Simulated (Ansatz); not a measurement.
Ni$_{2}$Si (space group Pnma, No. 62; non-magnetic)

```cif
data_Ni8Si4
_chemical_formula_sum 'Ni8 Si4'
_space_group_name_H-M_alt 'P 1'
_space_group_IT_number 1
_cell_length_a 5.02104
_cell_length_b 3.73092
_cell_length_c 7.07625
_cell_angle_alpha 90.000
_cell_angle_beta 90.000
_cell_angle_gamma 90.000
loop_
_space_group_symop_operation_xyz
  'x, y, z'
loop_
_atom_site_label
_atom_site_type_symbol
_atom_site_fract_x
_atom_site_fract_y
_atom_site_fract_z
_atom_site_occupancy
Ni1 Ni 0.54061 0.25000 0.79603 1
Ni2 Ni 0.04061 0.25000 0.70397 1
Ni3 Ni 0.45939 0.75000 0.20397 1
Ni4 Ni 0.95939 0.75000 0.29603 1
Ni5 Ni 0.16949 0.25000 0.06035 1
Ni6 Ni 0.66949 0.25000 0.43965 1
Ni7 Ni 0.83051 0.75000 0.93965 1
Ni8 Ni 0.33051 0.75000 0.56035 1
Si1 Si 0.71303 0.25000 0.11460 1
Si2 Si 0.21303 0.25000 0.38540 1
Si3 Si 0.28697 0.75000 0.88540 1
Si4 Si 0.78697 0.75000 0.61460 1
```

Level of theory: PBE in Ansatz (plane waves to 420 eV, PAW, no spin-orbit coupling), earlier PAW set. Settings: 8×10×6 k-points, 0.05 eV Fermi–Dirac smearing.

```yaml
volume_per_atom: 11.05 Å³
density: 7.29 g/cm³
band_gap: zero
total_energy: -4105.634 eV/atom (σ→0; compares only within this code and set-up)
```

No phonon test of stability was made. Starting moments died away, wholly or in part, for the base; another magnetic solution may exist. All final runs are without spin polarisation.

Ansatz is a program for electronic structure.
